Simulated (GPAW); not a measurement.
Band structure of Ni3Se2 (R32, 5 atoms in the cell).

```yaml
crystal:
  lattice:
    - [2.93861, 1.69661, 2.35543]
    - [-2.93861, 1.69661, 2.35543]
    - [0.00000, -3.39322, 2.35543]
  atoms:
    - { symbol: Ni, position: [0.24677, 0.75323, 0.00000] }
    - { symbol: Ni, position: [0.00000, 0.24677, 0.75323] }
    - { symbol: Ni, position: [0.75323, 0.00000, 0.24677] }
    - { symbol: Se, position: [0.25788, 0.25788, 0.25788] }
    - { symbol: Se, position: [0.74212, 0.74212, 0.74212] }
```

Method of the run: LDA (Perdew-Wang 92), GPAW PAW datasets LDA (gpaw-data 1.0.1) (plane waves; GPAW).

Settings: mode = pw; ecut = 850 eV; xc = LDA; kpts = 7 7 7; mesh shift (steps) = 0 0 0; occupations.name = methfessel-paxton; occupations.width = 0.1 eV; occupations.order = 0; nbands = -11; convergence.density = 1e-05 e/electron; symmetry.symmorphic = false; symmetry.tolerance = 0.0005; maxiter = 120; bandpath_npoints = 40.

The starting cell comes from a database of computed structures (which also holds hypothetical and non-ambient phases and stackings), without a prior relaxation at this level. Its lattice was rescaled by a random factor within 2.5 % of one. Spin polarisation is off, so a magnetic state, if there is one, cannot be reached.

Levels in eV from the Fermi level, bands 27 to 34:
```tsv
point	27	28	29	30	31	32	33	34
Γ	-1.06	-1.06	-0.63	1.19	1.19	1.89	1.96	2.22
P	-1.44	-1.27	-0.87	-0.83	-0.67	-0.49	7.42	7.43
Z	-1.45	-1.27	-0.85	-0.85	-0.67	-0.49	7.42	7.42
Q	-1.44	-1.27	-0.89	-0.80	-0.66	-0.49	7.40	7.44
F	-1.40	-1.30	-0.61	-0.42	0.60	1.14	3.04	3.12
P1	-1.44	-1.27	-0.87	-0.83	-0.67	-0.49	7.42	7.43
Q1	-1.44	-1.27	-0.89	-0.80	-0.66	-0.49	7.40	7.44
L	-1.24	-1.03	-0.99	-0.11	0.69	0.84	3.62	3.79
```

Bands cross the Fermi level along this path, so the cell is metallic at this level.
